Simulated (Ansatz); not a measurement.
Start from TiSi₂ (space group Fddd, No. 70; a = 4.780 Å, b = 8.232 Å, c = 8.522 Å). Axes: x, y, z lie along a, b, c of the conventional cell.

Computed with r2SCAN/PAW in Ansatz (a quantum-chemistry and plane-wave program), scalar-relativistic without spin-orbit coupling, earlier PAW set.

Base values:

The pressure is 0.0 GPa. The volume per atom comes out as 13.97 Å³.

Modification: compressive biaxial strain of 2.91 % in the plane normal to [001], as in epitaxy on a mismatched substrate; the out-of-plane cell vector and the atoms relax.

Task: What happens to the energy relative to the base?

Result: The energy grows by 28 meV/atom.

Task: What happens to the pressure?

Result: The pressure (mean of the normal stresses, compression positive) goes from zero to 7.8 GPa.

Task: What does the calculation give for the volume per atom after the change?

Result: The volume per atom decreases by 0.698 Å³, from 13.97 Å³ to 13.28 Å³.

Without a gap, meshes like the base's 13×13×13 leave anisotropic stresses uncertain by several tenths of a GPa, and small strain energies with them. No phonon test of stability was made. All final runs are without spin polarisation.
